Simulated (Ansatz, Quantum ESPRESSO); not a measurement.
Code comparison for TiSi2 (Cmcm, 6 atoms in the cell)

Self-consistent single point.

```xyz
6
Lattice="1.7978 -6.8843 0.0000 1.7978 6.8843 0.0000 0.0000 0.0000 3.6311" Properties=species:S:1:pos:R:3 pbc="T T T"
Ti     1.7978    -5.4645     2.7233
Ti     1.7978     5.4645     0.9078
Si     1.7978    -0.8020     2.7233
Si     1.7978     0.8020     0.9078
Si     1.7978     3.4464     2.7233
Si     1.7978    -3.4464     0.9078
```

Shared settings, as Ansatz (a quantum-chemistry and plane-wave program) writes them: kpoints.mp_grid.grid = 7 7 7; scf.occupations.method = fermi_dirac; scf.occupations.width = 0.0073 Ry. Potentials and cutoffs stand in the table.

| code | model | pressure (GPa) | largest force (eV/Å) | cutoff |
|---|---|---|---|---|
| Ansatz | PBEsol, default PAW files made with PBE | -8.97 | 0.129 | default |
| Quantum ESPRESSO | PBEsol, SSSP 1.1.2 efficiency (PBE) pseudopotentials | -8.69 | 0.126 | 50 Ry |

Size of the force on each atom (eV/Å): Sizes of forces hide their directions.

```json
[
 {"code": "Ansatz", "Ti1": "0.129", "Ti2": "0.129", "Si3": "0.031", "Si4": "0.031", "Si5": "0.003", "Si6": "0.003"},
 {"code": "Quantum ESPRESSO", "Ti1": "0.126", "Ti2": "0.126", "Si3": "0.049", "Si4": "0.049", "Si5": "0.003", "Si6": "0.003"}
]
```

On Ansatz's run: spin polarisation is off.

The spread over the programs that give each value: pressure within 0.28 GPa; largest force within 0.003 eV/Å.

Ansatz's pressure is given at a fixed set of plane waves, as the other plane-wave codes print theirs.

The starting cell comes from a database of computed structures (which also holds hypothetical and non-ambient phases and stackings), without a prior relaxation at this level. Its lattice was rescaled by a random factor within 2.5 % of one.

Left out of this page: Elk (not drawn, or without a comparable value).

Keys are those of Ansatz 0.2.
